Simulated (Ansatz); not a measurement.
The reference is ZnS in the wurtzite structure (space group P6_3mc, No. 186).

Levels (all Ansatz, a program for electronic structure, PAW, earlier PAW set): PBE (420 eV, no spin-orbit coupling); PBEsol (420 eV, no SOC).

Levels that relaxed their own cell: PBE and PBEsol.

Measured: band gap 3.91 eV (temperature not stated; as listed in Mehmet Aras, Çetin Kılıç, The Journal of Chemical Physics (2014)).

Question: What do the calculations give for these quantities, and how do they miss?

Answer: 
```
level   band gap
------  --------
PBE      2.07 eV
PBEsol   2.15 eV
```

Computed minus measured — band gap: PBE -1.84 eV, PBEsol -1.76 eV (closest: PBEsol). Measured values not marked as corrected hold thermal and zero-point effects that the static-lattice runs lack. A measured gap can be an optical one, lowered by exciton binding.

Stability against distortions was not tested.
